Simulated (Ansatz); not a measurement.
The reference is HgTe in the zinc blende structure (space group F-43m, No. 216; a = 6.510 Å). Axes: x, y, z lie along the cube axes.

Computed with PBEsol (Ansatz, a program for electronic structure), no spin-orbit coupling.

Strains are applied to the cell and any free atomic positions relax.

One change was made to it. Results:

The valley order (the lowest conduction-band minima on the path, energy above the VBM, named in the base's zone) comes out as Γ 0.01 eV; L along [1-1-1] 0.45 eV; L along [111] 0.72 eV; the energy increases by 2.6 meV/atom; the pressure (mean of the normal stresses, compression positive) remains 0.0 GPa.

Task: Which change produced these results?
A) tensor shear ε_xy = +0.86 %
B) tensor shear ε_xy = +1.71 %
C) tensor shear ε_xy = +1.14 %
D) tensor shear ε_xy = +0.57 %

Result: B, tensor shear ε_xy = +1.71 %. For comparison, the valley order in the other runs: tensor shear ε_xy = +0.86 % gives Γ 0.01 eV; L along [1-11] 0.55 eV; L along [11-1] 0.69 eV; tensor shear ε_xy = +0.57 % gives Γ 0.01 eV; L along [1-11] 0.59 eV; L along [11-1] 0.68 eV; tensor shear ε_xy = +1.14 % gives Γ 0.01 eV; L along [1-1-1] 0.52 eV; L along [111] 0.70 eV.

Spin-orbit coupling, missing from the scalar runs, can matter with Hg and Te. Whether these cells are dynamically stable was not tested. The final runs are not spin-polarised.
